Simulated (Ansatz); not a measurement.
Amorphous Co₂₇Ta₅B₁₇

Preparation: random packing, a CHGNet melt and quench, and a DFT relaxation. The hot cell started wider than the set density and was brought back towards it in steps. It is the lowest in DFT energy of 3 quenches. It is a model cell: composition and starting density were chosen by hand, and all elements were melted together. No dispersion term was used.

Level of theory: PBE, scalar-relativistic without spin-orbit coupling (plane waves to 420 eV, PAW; Ansatz, a first-principles code). Geometry, pressure, stress and energy are those of the PBE run. Its sampling: a 2×2×2 Γ-centred mesh; Fermi-Dirac width 0.1 eV; collinear spin, started from moments on atoms; no Hubbard U, moments started parallel, and no other order was tried (at the end a net moment of 8.7 μB, with unpaired spins of both signs, a broken-symmetry state; no other order was tried). In the spin-polarised cell the level spacing at the Fermi energy can part levels of unlike spin.

Number of atoms in the cell: 49
Density (volume relaxed, without dispersion): 9.48 g/cm³
Volume per atom: 64.6 bohr³
Pressure on a 2×2×2 Γ-centred mesh: -0.10 GPa
Largest force and stress component on that mesh (the relaxation ran on one k-point at (1/4, 1/4, 1/4)): 0.18 eV/Å and 0.2 GPa
Level spacing at the Fermi energy on a 2×2×2 Γ-centred mesh (PBE): within the smearing (under twice its width)
Net moment: 8.66 μB (unpaired spins of both signs, a broken-symmetry state)

Cut-offs for bonds: Co-Co 3.12 Å, Co-Ta 3.26 Å, Co-B 2.56 Å, Ta-Ta 3.74 Å, Ta-B 2.79 Å, B-B 2.08 Å.

* **Mean coordination of Co**: 13.48 (3 with 12, 14 with 13, 5 with 14, 4 with 15, 1 with 16)
* **Mean coordination of Ta**: 17.20 (1 with 16, 3 with 17, 1 with 19)
* **Mean coordination of B**: 8.47 (1 with 7, 7 with 8, 9 with 9)
* **Mean Co-Co bond**: 2.612 Å (spread 0.186 Å, 104 counted)
* **Mean Co-B bond**: 2.106 Å (spread 0.103 Å, 102 counted)

Its density started from a set value of 9.07 g/cm³. Cooling (nominally 230 K/ps over its main leg) ran many orders faster than in experiment, which tends to leave more defects and strain. A cell of this size samples the disorder only roughly. Volume and shape were free in the relaxation. On a 2×2×2 Γ-centred mesh force components of up to 0.18 eV/Å stay, since the relaxation ran on one k-point at (1/4, 1/4, 1/4).
